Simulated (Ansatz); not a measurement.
## MgTe under a change: biaxial strain −0.60 %, plane normal [001], relaxed out of plane

The parent structure is MgTe in the wurtzite structure (space group P6_3mc, No. 186; a = 4.561 Å, c = 7.412 Å). Axes: x lies along a and z along c of the hexagonal cell.

One thing is altered: compressive biaxial strain of 0.60 % in the plane normal to [001], as in epitaxy on a mismatched substrate; the out-of-plane cell vector and the atoms relax.

Level of theory: PBEsol/PAW in Ansatz (a program for electronic structure), no spin-orbit coupling. Γ-centred 8×8×5 mesh, Fermi–Dirac width 0.05 eV.

| quantity | base | changed | shift |
|---|---|---|---|
| volume per atom | 33.39 Å³ | 33.17 Å³ | -0.22 Å³ |
| space group | P6_3mc (No. 186) | P6_3mc (No. 186) | – |
| shortest interatomic distance | 2.787 Å | 2.780 Å | -0.007 Å |
| band gap | 2.39 eV | 2.40 eV | +0.017 eV |
| gap character | direct at Γ | direct at Γ | – |
| width of the top valence band | 1.40 eV | 1.43 eV | +0.03 eV |
| electron mass | 0.15 mₑ along c, 0.17 mₑ across (at Γ) | 0.15 mₑ out of plane, 0.17 mₑ in plane (at Γ) | – |
| valence-band top at Γ (three highest levels, from the VBM) | 0.00, -0.02, -0.02 eV | 0.00, 0.00, -0.05 eV | – |
| out-of-plane strain | – | +0.54 % | – |
| mean in-plane stress (compression positive) | – | +0.3 GPa | – |

Final structure (turned so that z lies along the plane normal):

```
MgTe
1.0
    4.53406     0.00000     0.00000
    2.26703     3.92661     0.00000
    0.00000     0.00000     7.45184
Mg Te
2 2
Direct
  0.33333   0.33333   0.00076
  0.66667   0.66667   0.50076
  0.33333   0.33333   0.37524
  0.66667   0.66667   0.87524
```

With Te present, leaving out spin-orbit coupling can change the band edges. Effective masses come from finite differences of ±0.01 Å⁻¹. Whether these cells are dynamically stable was not tested.
